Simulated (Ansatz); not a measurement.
A user runs Ansatz (an electronic-structure program) on Ge₂Sb₂Te₅ (P1, 9 atoms in the cell) and asks whether the run is sound. The aim is a self-consistent single point with DFT, revPBE, plane waves, PAW files made with PBE.

Cell that was meant: a = 4.2648 Å, b = 4.2648 Å, c = 17.9991 Å, α = 90.00°, β = 90.00°, γ = 120.00°.

Part of the input:

Ansatz 0.2 input:
```yaml
    - { symbol: Te, position_ang: [-0.010764, 2.458841, 7.390453] }
    - { symbol: Te, position_ang: [2.218641, 1.220612, 10.567277] }
basis:
  ecutwfc: 105.0
kpoints:
  mp_grid:
    grid: [5, 5, 1]
```

The program printed (abridged):

```
   [... lines left out ...]
PAW frozen core: Te, regenerated for the run's functional, and the local potential with it
Initial density: superposition of atomic densities (chi_scale 0.1, normalization cell, long waves kept (reshape's long-wave potential 0.07 eV rms))
Initial wavefunctions: pseudopotential atomic-orbital guess
Eigensolver: davidson
Functional: x = revpbe(κ = 1.245, μ = 0.2195149727645171), c = pbe(β = 0.06672455060314922)
SCF iter   1: F=—  HF=-55219.026129 eV  |F-HF|=—  |Δ(HF+E_count)|=         —  Δρ=5.78e-1  dr2=6.39e2  ethr=3.10e-3  ⟨swp⟩=5.9  Hψ=3514  notcnv=0
all-band conjugate gradients solve this SCF's bands
preconditioner: auto → Resta (q_TF=auto, 2.420 Å⁻¹)
   [... lines left out ...]
SCF iter  21: F=—  HF=-54727.365033 eV  |F-HF|=—  |Δ(HF+E_count)|=   3.35e-8  S|Δr|=    0.00e0  Δρ=8.14e-6  dr2=3.46e-7  ethr=8.87e-10  ⟨swp⟩=1.6  Hψ=1082  notcnv=0  defer=57
SCF iter  22: F=—  HF=-54727.365033 eV  |F-HF|=—  |Δ(HF+E_count)|=   9.02e-8  S|Δr|=    0.00e0  Δρ=3.81e-6  dr2=1.17e-7  ethr=2.51e-10  ⟨swp⟩=1.3  Hψ=1063  notcnv=0  defer=57
SCF iter  23: F=-54727.365033 eV  HF=-54727.365033 eV  |F-HF|=3.26e-9  |Δ(HF+E_count)|=   3.79e-8  S|Δr|=    0.00e0  Δρ=1.22e-6  dr2=9.31e-9  ethr=7.25e-11  ⟨swp⟩=11.2  Hψ=3678  notcnv=0
SCF 1 converged in 23 iterations: F = -54727.365033 eV  dr2 = 9.31e-9
Stability not checked (fill_not_monotonic)
Free energy (F): -54727.365033 eV
Internal energy: -54727.367303 eV  (E = F + TS)
E sigma→0 (E₀):  -54727.365601 eV
Entropy (-TS):   0.002270 eV (0.252 meV/atom)
Fermi energy:    6.431166 eV
--- Forces (eV/Å), atoms counted from 1 ---
  atom   1  Ge     0.20848210     4.18205849    -0.18924056
  atom   2  Ge    -4.06869834     0.44503986     1.65752549
  atom   3  Sb    -2.06995096    -0.08519864     0.03398920
   [... lines left out ...]
  atom   9  Te     4.03020583    -1.17121429    -0.33440403
--- Stress (GPa, compression-positive) ---
       19.423191       1.498730       1.582627
        1.498730      15.688920      -1.725391
        1.582627      -1.725391     -23.278365
  P = ⅓ Tr σ = 3.9446 GPa (39.446 kbar)
  The stress holds the Pulay correction. Without it, at fixed plane waves, as pw.x and ABINIT print it: P = -2322.2232 GPa
```

Task: Is this run sound? If not, what is wrong?

Result: The run is not sound. The fault is a basis or grid far too coarse for these potentials. Far below the cutoff that the potentials were made for, the basis cannot represent the orbitals near the nuclei, and energies, forces and above all the stress go wrong. To fix it, restore the cutoff that the potentials need and check convergence. The run converged in 23 iterations without an error; against the sound input the free energy goes up by 198 eV/atom, the pressure goes from 1.18 to 3.94 GPa and the largest force goes from 0.741 to 8.140 eV/Å. At a fixed set of plane waves, without the program's Pulay estimate, the pressure is -2322.22 GPa against 1.16 GPa.

An input that runs soundly differs in these lines (not the only fix; some lines may just follow from the change or write a value another way):
```diff
-  ecutwfc: 105.0
+  ecutwfc: 420.0
```

With that input, the run converged in 10 iterations: free energy E − TS (on the zero of these files) -56512.2434 eV; pressure 1.18 GPa; largest force (vector length) 0.741 eV/Å (DFT, revPBE, plane waves, PAW files made with PBE).

On the sound input: the starting cell comes from a database of computed structures (which also holds hypothetical and non-ambient phases and stackings), without a prior relaxation at this level. Its atoms were displaced at random from the sites of space group no. 164. Ansatz's pressure includes its estimate of the finite-basis (Pulay) stress. A gap is left out here, as mesh or smearing make it unsure.
